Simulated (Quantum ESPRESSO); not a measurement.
## Several settings converged on YbZn (P4mm, 2 atoms in the cell)

```
YbZn
1.0
    3.59371     0.00000     0.00000
    0.00000     3.59371     0.00000
    0.00000     0.00000     3.59371
Yb Zn
1 1
Direct
  0.00000   0.00000   0.01391
  0.50000   0.50000   0.50000
```

Base method: PBEsol, SSSP 1.1.2 efficiency (PBE) pseudopotentials (plane waves; Quantum ESPRESSO 7.5).

Base settings: ecutwfc = 50 Ry; ecutrho = 400 Ry; occupations = smearing; smearing = fermi-dirac; degauss = 0.0073499 Ry; input_dft = pbesol; potentials = {Yb: Yb.GGA-PBE-paw-v1.0.UPF, Zn: Zn_pbe_v1.uspp.F.UPF}; K_POINTS = automatic 3 3 3 0 0 0; conv_thr = 1e-10 Ry.

The count of work is k-points × plane waves × bands × iterations; it is no time. 

**The plane-wave cutoff**

Moved along: ecutrho.

The second cell is the first with its lattice scaled by 0.98.

The mesh stays at the base's, so the ladder's end is converged at best in this setting alone.

Only quantities that move along the ladder and can be compared are tabulated.

| ecutwfc | free energy less the last step's (meV/atom) | energy of the compressed cell less the first (meV/atom) | pressure (GPa) | largest difference of a force vector from the last step's (eV/Å) | count of work / last |
|---|---|---|---|---|---|
| 17.5 Ry | 36765.94 | -89.80 | -1016.13 | 0.579 | 0.054 |
| 22 Ry | 7809.99 | -163.55 | -270.38 | 0.052 | 0.077 |
| 28 Ry | 930.77 | -16.40 | -50.17 | 0.002 | 0.094 |
| 50 Ry | 19.37 | -32.15 | -5.21 | 0.000 | 0.27 |
| 120 Ry | 0.00 | -32.35 | -4.86 | 0.000 | 1.0 |

Coarsest ecutwfc that holds the pressure within 1 GPa of the last step, with all finer ones: 50 Ry, at 0.27 of the last step's count of work; the step before is off by 45 GPa.

Coarsest ecutwfc that holds the free energy within 5 meV/atom: not settled: the last two steps still differ by 19 meV/atom, over half the tolerance, so the ladder does not show it.

Coarsest ecutwfc that holds the forces within 0.01 eV/Å of the last step, with all finer ones: 28 Ry, at 0.094 of the last step's count of work; the step before is off by 0.052 eV/Å.

At the lowest cutoff the pressure lies 1010 GPa under the last step's, the usual sign of Pulay stress in an incomplete plane-wave basis.

**The cutoff for other potential files**

Level: DFT, PBEsol, plane waves, PSlibrary PAW (PBE) pseudopotentials.

In this ladder: pseudopotentials = {Yb: Yb.pbe-spdfn-kjpaw_psl.1.0.0.UPF, Zn: Zn.pbe-dn-kjpaw_psl.1.0.0.UPF}. Moved along: ecutrho.

The mesh stays at the base's, so the ladder's end is converged at best in this setting alone.

Only quantities that move along the ladder and can be compared are tabulated.

```csv
ecutwfc,free energy less the last step's (meV/atom),pressure (GPa),count of work / last
72 Ry,8485.07,-383.88,0.27
112 Ry,309.01,-7.13,0.42
160 Ry,9.38,-4.62,0.67
192 Ry,0.00,-4.89,1.0
```

Coarsest ecutwfc that holds the pressure within 1 GPa of the last step, with all finer ones: 160 Ry; the step before is off by 2.2 GPa.

Coarsest ecutwfc that holds the free energy within 5 meV/atom: not settled: the last two steps still differ by 9.4 meV/atom, over half the tolerance, so the ladder does not show it.

At the lowest cutoff the pressure lies 379 GPa under the last step's, the usual sign of Pulay stress in an incomplete plane-wave basis.

**The density cutoff**

The mesh stays at the base's, so the ladder's end is converged at best in this setting alone.

Only quantities that move along the ladder and can be compared are tabulated.

```csv
ecutrho,free energy less the last step's (meV/atom),pressure (GPa)
100 Ry,-2.25,-5.13
200 Ry,-0.08,-5.22
400 Ry,0.00,-5.21
800 Ry,0.00,-5.24
```

Coarsest ecutrho that holds the free energy within 2 meV/atom of the last step, with all finer ones: 200 Ry; the step before is off by 2.2 meV/atom.

Coarsest ecutrho that holds the pressure within 0.1 GPa of the last step, with all finer ones: 200 Ry; the step before is off by 0.11 GPa.

On the base run: the starting cell comes from a database of computed structures (which also holds hypothetical and non-ambient phases and stackings), without a prior relaxation at this level. Its lattice was rescaled by up to half a per cent. One atom was moved a little off its site on purpose. Spin polarisation is off. In the base run, with a pressure of about -5 GPa the cell is away from its equilibrium volume at this level. Without a gap this mesh is coarse (it stands for a supercell whose shortest vector is 11 Å).
